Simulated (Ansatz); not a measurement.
Consider a periodic stack without vacuum, fcc Rh (0 0 1) on wurtzite ZnO (1 1 0) (film strained to the substrate, started from cuts of the bulks and a machine-learned relaxation): substrate slab Zn16O16, film Rh24, surface cells [[0, 1], [-1, 0]] and [[2, 0], [2, 2]], film strained by -2.3 and +4.9 %, outermost planes OZn/OZn and Rh/Rh as cut, which need not be the usual terminations and can put a slab off its formula. Its start:

```yaml
crystal:
  lattice:
    - [5.68024, 0.00000, 0.02508]
    - [0.00000, 5.29379, -0.04509]
    - [-0.35553, -0.66997, 25.29669]
  atoms:
    - { symbol: Zn, position: [0.96852, 0.48954, 0.03681] }
    - { symbol: Zn, position: [0.54244, 0.98989, 0.03697] }
    - { symbol: O, position: [0.88621, 0.85670, 0.04621] }
    - { symbol: O, position: [0.62470, 0.35692, 0.04614] }
    - { symbol: Zn, position: [0.43634, 0.50797, 0.10324] }
    - { symbol: Zn, position: [0.07933, 0.00763, 0.10335] }
    - { symbol: O, position: [0.40925, 0.88181, 0.10676] }
    - { symbol: O, position: [0.10711, 0.38144, 0.10676] }
    - { symbol: Zn, position: [0.93146, 0.52091, 0.16888] }
    - { symbol: Zn, position: [0.59001, 0.02067, 0.16896] }
    - { symbol: O, position: [0.92303, 0.89960, 0.17104] }
    - { symbol: O, position: [0.59860, 0.39937, 0.17095] }
    - { symbol: Zn, position: [0.43139, 0.53520, 0.23443] }
    - { symbol: Zn, position: [0.09518, 0.03528, 0.23464] }
    - { symbol: O, position: [0.42917, 0.91467, 0.23553] }
    - { symbol: O, position: [0.09728, 0.41494, 0.23559] }
    - { symbol: Zn, position: [0.93100, 0.54953, 0.29971] }
    - { symbol: Zn, position: [0.59873, 0.04933, 0.29998] }
    - { symbol: O, position: [0.93273, 0.92929, 0.30053] }
    - { symbol: O, position: [0.59683, 0.42908, 0.30066] }
    - { symbol: Zn, position: [0.42950, 0.56379, 0.36512] }
    - { symbol: Zn, position: [0.10127, 0.06439, 0.36564] }
    - { symbol: O, position: [0.43446, 0.94278, 0.36514] }
    - { symbol: O, position: [0.09624, 0.44330, 0.36547] }
    - { symbol: Zn, position: [0.92460, 0.58249, 0.43005] }
    - { symbol: Zn, position: [0.60589, 0.08062, 0.43066] }
    - { symbol: O, position: [0.93469, 0.95744, 0.42988] }
    - { symbol: O, position: [0.59644, 0.45569, 0.43010] }
    - { symbol: Zn, position: [0.42117, 0.59240, 0.49425] }
    - { symbol: Zn, position: [0.10540, 0.09614, 0.49634] }
    - { symbol: O, position: [0.43316, 0.96593, 0.49209] }
    - { symbol: O, position: [0.09024, 0.46946, 0.49340] }
    - { symbol: Rh, position: [0.74587, 0.26271, 0.65865] }
    - { symbol: Rh, position: [0.23711, 0.26414, 0.65463] }
    - { symbol: Rh, position: [0.73918, 0.76310, 0.65866] }
    - { symbol: Rh, position: [0.23951, 0.76446, 0.65475] }
    - { symbol: Rh, position: [0.50897, 0.49705, 0.58665] }
    - { symbol: Rh, position: [0.99672, 0.50372, 0.57536] }
    - { symbol: Rh, position: [0.47742, 0.00429, 0.57670] }
    - { symbol: Rh, position: [0.96626, 0.99605, 0.58509] }
    - { symbol: Rh, position: [0.74903, 0.29291, 0.80645] }
    - { symbol: Rh, position: [0.24993, 0.29099, 0.80797] }
    - { symbol: Rh, position: [0.74140, 0.79217, 0.80640] }
    - { symbol: Rh, position: [0.24316, 0.79077, 0.80793] }
    - { symbol: Rh, position: [0.48718, 0.52783, 0.73122] }
    - { symbol: Rh, position: [0.99738, 0.52900, 0.73227] }
    - { symbol: Rh, position: [0.48872, 0.02890, 0.73169] }
    - { symbol: Rh, position: [0.99888, 0.02794, 0.73202] }
    - { symbol: Rh, position: [0.66241, 0.36783, 0.96195] }
    - { symbol: Rh, position: [0.18808, 0.29806, 0.95940] }
    - { symbol: Rh, position: [0.84325, 0.86832, 0.96212] }
    - { symbol: Rh, position: [0.31620, 0.79798, 0.95962] }
    - { symbol: Rh, position: [0.49632, 0.55435, 0.87957] }
    - { symbol: Rh, position: [0.98940, 0.55446, 0.88578] }
    - { symbol: Rh, position: [0.50860, 0.05401, 0.88588] }
    - { symbol: Rh, position: [0.00045, 0.05453, 0.87924] }
```

The start was prepared with a machine-learned potential, and the result is one local minimum, with the in-plane cell held and forces under 0.04 eV/Å; the film can end far from its bulk form.

Calculation: PBE (plane waves to 420 eV, PAW; Ansatz, a quantum-chemistry and plane-wave program). Scalar-relativistic, without spin–orbit coupling; the runs are not spin-polarised; PBE gaps are too small against experiment. Its k-point mesh 5×5×1, Fermi–Dirac width 0.05 eV.

Problem. Predict the relaxed interface.

Solution. 
- interface area = 30.1 Å²
- period = 24.98 Å
- gaps between the outermost planes at the two interfaces = 2.10 and 1.97 Å
- Rh–Zn contacts across the interfaces within 1.22 times the sum of covalent radii = 12, mean 2.76 Å
- O–Rh contacts across the interfaces within 1.22 times the sum of covalent radii = 4, mean 2.16 Å
